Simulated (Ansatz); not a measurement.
**Na3Sb: energy against strain**

Na3Sb (P6_3/mmc, 28.878 Å³/atom and stress up to 0.01 GPa in the relaxed cell, c along z) under an equal strain ε in the (0001) plane with the normal axis free, as in a coherent film. PBEsol in Ansatz, a plane-wave DFT program (PAW, default set), 420 eV, 10×10×5 Γ-centred mesh, Fermi-Dirac smearing 0.05 eV; ions are relaxed, or left where forces stay under 0.02 eV/Å, within the symmetry of each cell.

Here s stands for strain and y for E less E0.

```
strain (%)  E less E0 (meV/atom)
----------  --------------------
-3.00                          ?
-1.50                       2.47
-0.75                       0.61
0.00                        0.00
0.75                        0.56
1.50                        2.21
```

Q: Using a parabola, estimate the missing y at s = -3.00 from the other rows, showing the fit.

A: Least squares gives y = 0.000 - 0.0760·s + 1.0400·s². Residuals (row less fit): 0.016, -0.032, 0.000, 0.032, -0.016; standard error 0.036 (degrees of freedom: 2). The quadratic coefficient over the volume, 1.0400 meV × 10⁴ × 0.1602 / 28.878 Å³, is the biaxial elastic modulus of this plane = 57.7 ± 0.9 GPa (± standard error of the fit, which holds the terms cut off). At the withheld row, y = 0.000 - 0.0760 × (-3.00) + 1.0400 × (-3.00)² = 9.588 meV/atom. The calculation gives 10.28 meV/atom, 0.692 meV/atom above the prediction (6.7 % of the range of y in the table). The row lies outside the fitted rows, so this is an extrapolation. From the scatter of the fitted rows alone, a prediction at this place has a standard error of 0.147 meV/atom, so the miss is 4.7 times that.

A polynomial of degree 3 through the 8 other runs of the series gives 10.25 there, so most of the miss is curvature that the fit leaves out. The start is a measured cell from the literature; how it stands against other phases or cation orders wasn't checked. Spin-orbit coupling is left out, which can shift these values for the heavy elements here. Rows are the converged runs of the series near zero and its far end; series whose fitted rows scatter by over a few per cent of the range, as at a crossing or softening among them, aren't shown in this form, nor equations of state whose B0' disagrees with the runs' pressures. Most that stay on the fit to the last digits aren't either.
